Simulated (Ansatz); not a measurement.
The reference is ZnS (space group P4_2/mnm, No. 136; a = 6.518 Å, c = 3.808 Å; a hypothetical phase, not in the database extracts checked).

The change: a hydrostatic pressure of 0.7 GPa.

Levels (all Ansatz, a first-principles code, PAW): PBEsol (420 eV, no spin-orbit coupling); HSE06 (420 eV, scalar-relativistic without spin-orbit coupling).

The geometry is relaxed with PBEsol.

* **PBEsol lowest conduction level above the VBM at special points**: Γ 2.28 eV; A 3.15 eV; X 3.62 eV

Problem. How does going to HSE06 change the lowest conduction level above the VBM at special points?

Solution. The lowest conduction level above the VBM at special points goes from Γ 2.28 eV; A 3.15 eV; X 3.62 eV to Γ 3.65 eV; A 4.44 eV; X 4.99 eV.

Single points use the geometry relaxed with PBEsol. The levels and masses belong to the bands next to the band gap. Load acts through the strain it causes; cell and atoms are relaxed under it. Stability against distortions was not tested.
